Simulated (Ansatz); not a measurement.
# A computed series for TiAl3: pressure series

Take TiAl3 (space group I4/mmm, No. 139; a = 3.8459 Å, c = 8.6199 Å) as the base.

Cell and atoms are relaxed at each pressure.

Computed with Kohn–Sham DFT with the PBE functional, run in Ansatz (a first-principles code) with PAW and 420 eV plane waves, no spin-orbit coupling.

Notes on the quantities. enthalpy: H = E + PV relative to the base's energy.

```json
[
 {"change": "base", "enthalpy": "–", "lattice parameter a": "3.846 Å"},
 {"change": "pressure −2 GPa", "enthalpy": "-0.20 eV/atom", "lattice parameter a": "3.870 Å"},
 {"change": "pressure −1 GPa", "enthalpy": "-0.10 eV/atom", "lattice parameter a": "3.858 Å"},
 {"change": "pressure 0.3 GPa", "enthalpy": "+0.03 eV/atom", "lattice parameter a": "3.842 Å"},
 {"change": "pressure 0.7 GPa", "enthalpy": "+0.07 eV/atom", "lattice parameter a": "3.838 Å"},
 {"change": "pressure 1.5 GPa", "enthalpy": "+0.15 eV/atom", "lattice parameter a": "3.829 Å"},
 {"change": "pressure 3 GPa", "enthalpy": "+0.29 eV/atom", "lattice parameter a": "3.813 Å"},
 {"change": "pressure 5 GPa", "enthalpy": "+0.49 eV/atom", "lattice parameter a": "3.792 Å"},
 {"change": "pressure 7.5 GPa", "enthalpy": "+0.72 eV/atom", "lattice parameter a": "3.769 Å"},
 {"change": "pressure 10 GPa", "enthalpy": "+0.95 eV/atom", "lattice parameter a": "3.747 Å"}
]
```

Load acts through the strain it causes; cell and atoms are relaxed under it. Stability against distortions was not tested. Competing high-pressure phases were not computed. All final runs are without spin polarisation.
